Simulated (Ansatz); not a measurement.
**Effective masses and thermopower of MgSe under load (space group I4/mmm)**

Given:

```
CELL_PARAMETERS angstrom
      0.00000     2.70651     2.73473
      2.70651     0.00000     2.73473
      2.70651     2.70651     0.00000
ATOMIC_POSITIONS crystal
  Mg 0.00000 0.00000 0.00000
  Se 0.50000 0.50000 0.50000
```

Calculation: PBEsol with spin-orbit coupling, rigid bands (plane waves, PAW; Ansatz, a first-principles code). Condition of this run: biaxial stress xx = yy = 1 GPa (compression positive) (the target of the relaxation). How the cell was made: cell and atoms relaxed with PBEsol, then loaded as said.

```json
{
  "band_gap": "1.62 eV",
  "electron conductivity mass (300 K, dilute)": "0.32 (x), 0.32 (y), 0.26 (z) mₑ",
  "hole conductivity mass (300 K, dilute)": "0.97 (x), 0.97 (y), 0.88 (z) mₑ",
  "effective density of states N_c (300 K)": "9.4e18 cm⁻³",
  "effective density of states N_v (300 K)": "2.7e19 cm⁻³",
  "density_of_states_mass_electrons": "0.52 mₑ",
  "density_of_states_mass_holes": "1.04 mₑ",
  "Seebeck coefficient, n-type 1e19 cm⁻³, 300 K": "-229 μV/K",
  "best n-type power factor at 300 K for τ = 10 fs (best axis; densities from 1e16 to 1e21 cm⁻³ tried, whether or not they can be reached)": "6.6 μW/(cm·K²) at 3e19 cm⁻³",
  "Seebeck coefficient, p-type 1e19 cm⁻³, 300 K": "349 μV/K"
}
```

Rigid bands; masses and Seebeck coefficients take one relaxation time τ for all states and one kind of carrier; polarons and phonon drag are left out.
